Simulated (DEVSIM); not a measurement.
Device: Schottky contact on n-type Si, at 250 K.

Layer 1 from the left is Si, thickness (μm) 17.0, Nd (cm⁻³) 2.4e16, τn (s) 0.00094, τp (s) 0.00094.

Left contact: Schottky, work function 4.88 eV, emission velocity 3.1e6 cm/s. Right contact: ohmic. Voltage is applied to the left contact. Recombination: SRH at mid-gap, Auger. Mobility is constant in doping.

This is a model device: material constants are rounded textbook-type values typed into the input, and sizes, dopings and lifetimes were drawn at random. Values at 300 K; Nc and Nv go as T^1.5, mobilities as T to minus their exponent, the gap by Varshni's rule with the affinity fixed.

Si: gap (eV) 1.124, affinity (eV) 4.05, permittivity 11.7, Nc (cm⁻³) 2.86e19, Nv (cm⁻³) 3.1e19, μn (cm²/Vs) 1417, μp (cm²/Vs) 470, T exponent of μn 2.3, T exponent of μp 2.2, Cn (cm⁶/s) 2.8e-31, Cp (cm⁶/s) 9.9e-32, Varshni α (eV/K) 0.000473, Varshni β (K) 636.

Problem. Estimate by hand the built-in potential, the peak field at zero bias, the capacitance at -0.6 V, and compare with a numerical solution.

Solution. 
- Built-in potential: barrier φB = 0.830 eV; Vbi = φB − kT/q ln(N_band/N) = 0.683 V; numerical 0.683 V.
- Peak field at zero bias: depletion approximation: W = √(2εVbi/(qN)) = 0.192 μm with N = 2.40e16 cm⁻³; field = 2Vbi/W = 71200 V/cm; numerical 69900 V/cm (estimate above by 1.9 %).
- Capacitance at -0.6 V: C = √(qεN / 2(Vbi + |V|)) = 39.4 nF/cm²; numerical 39.7 nF/cm² (estimate below by 0.83 %).

Simulated with DEVSIM: 1D drift-diffusion, Boltzmann statistics, complete ionisation; no tunnelling, impact ionisation, image-force lowering or self-heating. Metal contacts follow the ideal Schottky-Mott rule: no Fermi-level pinning, no interface dipoles.
